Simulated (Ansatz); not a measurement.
**Effect of uniaxial stress, 5 GPa tension along z on CsCl**

The reference is CsCl in the CsCl type structure (space group Pm-3m, No. 221; a = 4.140 Å). Axes: x, y, z lie along the cube axes.

Modification: uniaxial stress, 5 GPa tension along z, with the cell and atoms free to relax against it.

All numbers come from Ansatz (a quantum-chemistry and plane-wave program), r2SCAN, PAW, cutoff 500 eV, without spin-orbit coupling. k-mesh 8×8×8 (Γ-centred); smearing 0.05 eV (Fermi–Dirac).

The volume per atom rises by 4.536 Å³ (35.49 Å³ → 40.02 Å³) and the space group changes from Pm-3m (No. 221) to P4/mmm (No. 123). The energy grows by 99 meV/atom and the band gap drops by 1.17 eV (5.91 eV → 4.74 eV). The gap character goes from direct at Γ to indirect, R → Γ and the electron mass comes out as 0.42 mₑ (at Γ). The valley order (the lowest conduction-band minima on the path, energy above the VBM, named in the base's zone) changes from Γ 5.91 eV; M along ⟨110⟩ 6.56 eV to Γ 4.74 eV; M along [110] 5.18 eV; M along [011] 5.86 eV and the strain response (xx, yy, zz) is (−2.09, −2.09, +17.65) %.

Final structure:

```
CELL_PARAMETERS angstrom
      4.05377     0.00000     0.00000
      0.00000     4.05377     0.00000
      0.00000     0.00000     4.87103
ATOMIC_POSITIONS crystal
  Cs 0.00000 0.00000 0.00000
  Cl 0.50000 0.50000 0.50000
```

Masses are band curvatures over ±0.01 Å⁻¹ around the edge. Stability under load was not tested beyond the relaxation. Under uniaxial stress, 5 GPa tension along z the cell changed shape so far that it is another structure. k-point labels follow each cell's own Brillouin zone.
